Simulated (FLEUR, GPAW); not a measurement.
A FLEUR input for a self-consistent single point of ZnGa₂Te₄ (I-4, 7 atoms in the cell) (DFT, LDA (Perdew-Zunger), all-electron FLAPW (FLEUR), scalar-relativistic valence):

Input of the input generator:

```
scf Zn(GaTe2)2
&input film=f /
-5.6355582564 5.6355582564 11.1735896372
5.6355582564 -5.6355582564 11.1735896372
5.6355582564 5.6355582564 -11.1735896372
1.0
1.0 1.0 1.0

7
30 -0.0000000000 0.0000000000 -0.0000000000
31 0.5000000000 0.5000000000 -0.0000000000
31 0.2500000000 0.7500000000 0.5000000000
52 0.3975100000 0.8943600000 0.0269700000
52 0.1056400000 0.1326100000 0.5031500000
52 0.8673900000 0.3705400000 0.9730300000
52 0.6294600000 0.6024900000 0.4968500000

&comp jspins=1 /
&exco xctyp='pz' /
&kpt div1=3 div2=3 div3=3 /
&end /
```

```xml
<?xml version="1.0" encoding="UTF-8" standalone="no"?>
<fleurInput fleurInputVersion="0.39">
   <comment>
      scf Zn(GaTe2)2                                                                                      
   </comment>
   <calculationSetup>
      <cutoffs Kmax="4.3" Gmax="15.0" GmaxXC="15.0" numbands="0"/>
      <scfLoop itmax="60" minDistance="0.00001" maxIterBroyd="40" imix="Anderson" alpha="0.05" precondParam="0.0" spinf="2.0"/>
      <coreElectrons ctail="T" frcor="F" kcrel="0" coretail_lmax="0"/>
      <xcFunctional name="pz" relativisticCorrections="F"/>
      <magnetism jspins="1"/>
      <soc l_soc="F" theta="0.0" phi="0.0" spav="F"/>
      <expertModes spex="0" secvar="F"/>
      <geometryOptimization l_f="T" forcealpha="1.0" forcemix="BFGS" epsdisp="0.00001" epsforce="0.00001"/>
      <ldaU l_linMix="F" mixParam="0.05" spinf="1.0"/>
   </calculationSetup>
   <cell>
      <bzIntegration valenceElectrons="102.0" mode="hist" fermiSmearingEnergy="0.0001">
         <kPointListSelection listName="default-1"/>
         <!-- k-points included here -->
         <xi:include xmlns:xi="http://www.w3.org/2001/XInclude" href="kpts.xml"> </xi:include>
      </bzIntegration>
      <!-- symmetry operations included here -->
      <xi:include xmlns:xi="http://www.w3.org/2001/XInclude" href="sym.xml"> </xi:include>
      <bulkLattice scale="1.0">
         <bravaisMatrix>
            <row-1>   -5.6355582564000004     5.6355582564000004    11.1735896371999992</row-1>
            <row-2>    5.6355582564000004    -5.6355582564000004    11.1735896371999992</row-2>
            <row-3>    5.6355582564000004     5.6355582564000004   -11.1735896371999992</row-3>
         </bravaisMatrix>
      </bulkLattice>
   </cell>
   <atomSpecies>
      <species name="Zinc (Zn)" element="Zn" atomicNumber="30">
         <mtSphere radius="2.35" gridPoints="811" logIncrement="0.015"/>
         <atomicCutoffs lmax="10" lnonsphr="8"/>
         <electronConfig flipSpins="F">
            <coreConfig>(1s1/2) (2s1/2) (2p1/2) (2p3/2) (3s1/2) (3p1/2) (3p3/2)</coreConfig>
            <valenceConfig>(4s1/2) (3d3/2) (3d5/2)</valenceConfig>
         </electronConfig>
         <energyParameters s="4" p="4" d="3" f="4"/>
      </species>
      <species name="Gallium (Ga)" element="Ga" atomicNumber="31">
         <mtSphere radius="2.31" gridPoints="797" logIncrement="0.016"/>
         <atomicCutoffs lmax="10" lnonsphr="8"/>
         <electronConfig flipSpins="F">
            <coreConfig>(1s1/2) (2s1/2) (2p1/2) (2p3/2) (3s1/2) (3p1/2) (3p3/2)</coreConfig>
            <valenceConfig>(4s1/2) (3d3/2) (3d5/2) (4p1/2) (4p3/2)</valenceConfig>
            <stateOccupation state="(4p1/2)" spinUp="0.1666666666667" spinDown="0.1666666666667"/>
            <stateOccupation state="(4p3/2)" spinUp="0.3333333333333" spinDown="0.3333333333333"/>
         </electronConfig>
         <energyParameters s="4" p="4" d="3" f="4"/>
      </species>
      <species name="Tellurium (Te)" element="Te" atomicNumber="52">
         <mtSphere radius="2.31" gridPoints="797" logIncrement="0.016"/>
         <atomicCutoffs lmax="10" lnonsphr="8"/>
         <electronConfig flipSpins="F">
            <coreConfig>(1s1/2) (2s1/2) (2p1/2) (2p3/2) (3s1/2) (3p1/2) (3p3/2) (4s1/2) (3d3/2) (3d5/2) (4p1/2) (4p3/2)</coreConfig>
            <valenceConfig>(5s1/2) (4d3/2) (4d5/2) (5p1/2) (5p3/2)</valenceConfig>
            <stateOccupation state="(5p1/2)" spinUp="0.6666666666667" spinDown="0.6666666666667"/>
            <stateOccupation state="(5p3/2)" spinUp="1.3333333333333" spinDown="1.3333333333333"/>
         </electronConfig>
         <energyParameters s="5" p="5" d="5" f="4"/>
         <lo type="SCLO" l="2" n="4" eDeriv="0"/>
      </species>
   </atomSpecies>
   <atomGroups>
      <atomGroup species="Zinc (Zn)">
         <relPos label="                   1">.0000000000 .0000000000 .0000000000</relPos>
         <force calculate="T" relaxXYZ="TTT"/>
      </atomGroup>
      <atomGroup species="Gallium (Ga)">
         <relPos label="                   2">1.000/2.000 1.000/2.000 .0000000000</relPos>
         <force calculate="T" relaxXYZ="TTT"/>
      </atomGroup>
      <atomGroup species="Gallium (Ga)">
         <relPos label="                   3">1.000/4.000 -1.000/4.000 1.000/2.000</relPos>
         <force calculate="T" relaxXYZ="TTT"/>
      </atomGroup>
      <atomGroup species="Tellurium (Te)">
         <relPos label="                   4">.3975100000 -.1056400000 .0269700000</relPos>
         <relPos label="                   5">.1056400000 .1326100000 -.4968500000</relPos>
         <relPos label="                   6">-.1326100000 .3705400000 -.0269700000</relPos>
         <relPos label="                   7">-.3705400000 -.3975100000 .4968500000</relPos>
         <force calculate="T" relaxXYZ="TTT"/>
      </atomGroup>
   </atomGroups>
   <output dos="F" band="F" slice="F">
      <checks vchk="F" cdinf="F"/>
      <bandDOS minEnergy="-.5*Htr" maxEnergy="0.5*Htr" sigma="0.015" storeEVData="T"/>
      <vacuumDOS vacdos="F" integ="F" star="F" nstars="0" locx1="0.0" locy1="0.0" locx2="0.0" locy2="0.0" nstm="0" tworkf="0.0"/>
      <unfoldingBand unfoldBand="F" supercellX="1" supercellY="1" supercellZ="1"/>
      <plotting iplot="0" polar="F">
         <plot TwoD="T" vec1="  1.0  0.0  0.0" vec2="  0.0  1.0  0.0" vec3="  0.0  0.0  1.0" zero="  0.0  0.0  0.0" file="plot"/>
      </plotting>
      <chargeDensitySlicing numkpt="0" minEigenval="0.0" maxEigenval="0.0" nnne="0" pallst="F"/>
      <specialOutput eonly="F"/>
      <magneticCircularDichroism mcd="F" energyLo="-10.0" energyUp="0.0"/>
   </output>
  <!-- We include the file relax.xml here to enable relaxations (see documentation) -->
  <xi:include xmlns:xi="http://www.w3.org/2001/XInclude" href="relax.xml"> <xi:fallback/> </xi:include>
</fleurInput>
```

Q: Translate this input to GPAW.

A: This is the input that was run; spellings and numerical settings could be chosen otherwise.

```python
from ase import Atoms
from ase.units import GPa
from gpaw import GPAW

atoms = Atoms(['Zn', 'Ga', 'Ga', 'Te', 'Te', 'Te', 'Te'],
              cell=[[-2.982209, 2.982209, 5.912809],
                    [2.982209, -2.982209, 5.912809],
                    [2.982209, 2.982209, -5.912809]],
              scaled_positions=[[0.000000, 0.000000, 0.000000],
                                [0.500000, 0.500000, 0.000000],
                                [0.250000, 0.750000, 0.500000],
                                [0.397510, 0.894360, 0.026970],
                                [0.105640, 0.132610, 0.503150],
                                [0.867390, 0.370540, 0.973030],
                                [0.629460, 0.602490, 0.496850]],
              pbc=True)

calc = GPAW(mode={'name': 'pw', 'ecut': 800},
            xc='LDA',
            kpts=(3, 3, 3),
            occupations={'name': 'fixed-uniform'},
            nbands=-6,
            convergence={'density': 1e-05, 'energy': 1e-05, 'bands': -4},
            symmetry={'symmorphic': False, 'tolerance': 0.0005},
            maxiter=120)

atoms.calc = calc

energy = atoms.get_potential_energy()
print('Energy (eV):', round(energy, 6))
forces = atoms.get_forces()
print('Forces (eV/Ang):')
print(forces.round(5))
stress = atoms.get_stress()
print('Stress (GPa, Voigt):', (stress / GPa).round(4))
```

Basis, cutoffs, solver keys and any potentials are the target program's own. This input uses DFT LDA (Perdew-Wang 92), plane waves, GPAW PAW datasets LDA (gpaw-data 1.0.1). LDA parametrisations can differ slightly between programs.

The starting cell comes from a database of computed structures (which also holds hypothetical and non-ambient phases and stackings), without a prior relaxation at this level. Its lattice was rescaled by a random factor within 2.5 % of one.
